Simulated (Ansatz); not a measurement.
Ta2O5 (model structure, C2/c, No. 15, 14 atoms in the cell), treated with r²SCAN (plane waves, PAW; Ansatz, a program for electronic structure).

Numerical settings: plane-wave cutoff 560 eV, 8×8×6 k mesh (along the axes of the cell as run), Fermi–Dirac smearing 0.01 eV, scalar-relativistic PAW data made under PBE.

Cell (relaxed at this level):

Ta₂O₅ is modelled in the monoclinic space group C2/c (No. 15), Pearson symbol mS28. Conventional cell: a = 12.820 Å, b = 4.867 Å, c = 5.534 Å, α = γ = 90.00°, β = 103.82°. Ta on 8f sees 4 O at 1.837–1.990 Å and 2 O at 2.126–2.154 Å (octahedral). O1 on 8f has 1 Ta at 1.837 Å and 1 Ta at 1.990 Å (bent). O2 on 8f is coordinated by 1 Ta at 1.988 Å and 2 Ta at 2.126–2.154 Å (trigonal planar). O3 on 4e has 2 Ta at 1.911 Å (bent). (Neighbours: up to the widest gap in distance over summed covalent radii, below 1.35, at either atom; cation-cation and far metal-metal contacts left out.)
(The calculation used a cell of 14 atoms; values per cell refer to that cell.)

**Question.** What does this level give for the band gap and direct gap at Γ?

**Answer.** 
- band gap: 3.68 eV (on the SCF k mesh)
- direct gap at Γ: 3.96 eV

Note: the relaxation could raise the start's symmetry but not lower it, so the cell can be a saddle point.

Spin–orbit coupling is not included.

Computed values are for the static lattice.

Computing time: around 23 core-minutes (rough).

A model structure was made by putting elements into a prototype or built by hand; it is no filed structure, need not be a known phase, and can be a saddle point held by its symmetry.
